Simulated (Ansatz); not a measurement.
Response to strain in ZrSe2

Consider ZrSe$_{2}$ in the CdI2 type structure (space group P-3m1, No. 164; layered, stacked along the Cartesian z axis; relaxed with 0.1 eV smearing).

```yaml
crystal:
  lattice:
    - [3.65993, 0.00000, 0.00000]
    - [-1.82997, 3.16959, 0.00000]
    - [0.00000, 0.00000, 5.84130]
  atoms:
    - { symbol: Zr, position: [0.00000, 0.00000, 0.00000] }
    - { symbol: Se, position: [0.33333, 0.66667, 0.27535] }
    - { symbol: Se, position: [0.66667, 0.33333, 0.72465] }
```

Cartesian axes are those of the cell as printed.

Strains are applied to the cell and any free atomic positions relax.

Method: Ansatz (a first-principles code), PBEsol-D3(BJ), PAW, cutoff 420 eV, spin-orbit coupling left out.

Candidates:
(a) isotropic strain −2.11 %
(b) uniaxial strain ε_xx = +3.50 %
(c) isotropic strain +1.47 %
(d) strain tensor (xx, yy, zz, yz, xz, xy) = (−0.29, −0.78, +1.65, −0.06, +0.47, +0.86) %

Notes on the quantities. energy relative to the base: free energy F.

Order them by energy relative to the base, highest first.

(a) isotropic strain −2.11 % (+15 meV/atom), (b) uniaxial strain ε_xx = +3.50 % (+9.5 meV/atom), (c) isotropic strain +1.47 % (+6.1 meV/atom), (d) strain tensor (xx, yy, zz, yz, xz, xy) = (−0.29, −0.78, +1.65, −0.06, +0.47, +0.86) % (+2.7 meV/atom)

No phonon test of stability was made. The final runs are not spin-polarised.
